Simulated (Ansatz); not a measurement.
Relaxation of the outer planes of the (100) surface of fluorite-type CoSi2 in its 1x1 cell (cut with top plane 2 Si, bottom plane 2 Si), outermost plane spacing 1.34 Å in the ideal cut (one of several cuts of this face), with 2 Si a cell over the bulk's ratio.

The numbers are results of PBE (plane waves to 420 eV, PAW; Ansatz, a quantum-chemistry and plane-wave program), not measurements.

Model: 14-atom slab, Co4Si10, 10.7 Å thick at the start, 10x10x1 mesh, Fermi-Dirac 0.1 eV, dipole correction, all atoms relaxed; start symmetry kept, larger cells not searched; no spin (magnetic order not tried), no spin-orbit, no U.

| plane | atoms | bulk spacing to the next (Å) | relaxed spacing (Å) | change (%) | rumpling (Å) |
|---|---|---|---|---|---|
| 1 | 2 Si | 1.340 | [?] | [?] | 0.00 |
| 2 | Co | 1.340 | 1.343 | 0.2 | 0.00 |

Problem. What belongs in the gaps?

Solution. 
- 1, relaxed spacing (Å): 1.320
- 1, change (%): -1.5
